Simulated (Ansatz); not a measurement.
# rock-salt ZrN (0 0 1) on 3C silicon carbide (0 0 1) (film strained to the substrate, faces as cut)

A periodic stack without vacuum, rock-salt ZrN (0 0 1) on 3C silicon carbide (0 0 1) (film strained to the substrate, faces as cut): substrate slab C6Si5, film N4Zr4, surface cells [[1, 0], [1, 1]] and [[1, 0], [1, 1]], film strained by -4.7 and -4.7 %, faces C/C and NZr/NZr as cut (like faces can put a slab off its formula).

The start was prepared with a machine-learned potential, and the result is one local minimum, with the in-plane cell held and forces under 0.04 eV/Å; the film can end far from its bulk form.

Method: PBE (plane waves to 420 eV, PAW; Ansatz, an electronic-structure program). Scalar-relativistic, without spin–orbit coupling; the runs are not spin-polarised; PBE gaps are too small against experiment. Its k-point mesh 10×10×1, Fermi–Dirac width 0.05 eV.

```
Quantity                                                                                    Value
--------------------------------------------------------------------------------  ---------------
interface area                                                                             9.6 Å²
period                                                                                    22.73 Å
gaps between the outermost planes at the two interfaces                           1.69 and 1.75 Å
C–Zr contacts across the interfaces within 1.22 times the sum of covalent radii    4, mean 2.31 Å
Si–Zr contacts across the interfaces within 1.22 times the sum of covalent radii   1, mean 2.86 Å
hole barrier (PBE, at the middle of a substrate layer that carries a field)               0.41 eV
electron barrier (PBE, at the middle of a substrate layer that carries a field)           0.96 eV
slope of the mean potential energy in the substrate                                +7.9 MV/cm × e
```

```
Zr4C6N4Si5
1.0
    3.09697    -0.00025     0.03533
    0.00006     3.09722     0.03625
   -0.26325    -0.26369    22.73137
C Si N Zr
6 5 4 4
Cartesian
  0.22108   1.33755   3.44590
  1.79467  -0.18603   1.24103
  0.17060   1.28658   7.81988
  1.74431  -0.23653   5.63115
  0.12014   1.23853  12.17720
  1.69375  -0.28760  10.00232
  0.20828  -0.22379   4.52793
  1.78212   1.34992   2.36916
  0.15764  -0.27507   8.91054
  1.73156   1.29918   6.75417
  1.68063   1.24787  11.14939
  0.06422   2.72268  16.94088
  1.64043   1.20226  14.59736
  0.01135   2.67002  21.50853
  1.58667   1.14760  19.18826
  1.61546   1.17681  16.69649
  0.10021   2.75731  13.88309
  1.55149   1.11426  22.23841
  0.03571   2.69380  19.40396
```
